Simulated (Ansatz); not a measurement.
Take BP in the zinc blende structure (space group F-43m, No. 216; a = 4.491 Å) as the base. Axes: x, y, z lie along the cube axes.

Method: LDA (Ansatz, an electronic-structure program, PAW, no spin-orbit coupling).

Strains are applied to the cell and any free atomic positions relax.

One change was made to it. Results:

The valence-band top at Γ (three highest levels, from the VBM) changes from 0.00, 0.00, 0.00 eV to 0.00, -0.05, -0.05 eV; the shortest interatomic distance drops by 0.003 Å, from 1.944 Å to 1.941 Å.

Task: Name the change that was made.
(A) uniaxial strain ε_zz = −2.50 %
(B) uniaxial strain ε_zz = −0.50 %
(C) uniaxial strain ε_zz = +3.00 %

Result: B, uniaxial strain ε_zz = −0.50 %. For comparison, the valence-band top at Γ in the other runs: uniaxial strain ε_zz = +3.00 % gives 0.00, 0.00, -0.30 eV; uniaxial strain ε_zz = −2.50 % gives 0.00, -0.25, -0.25 eV.

The levels and masses belong to the bands next to the band gap. Stability against distortions was not tested.
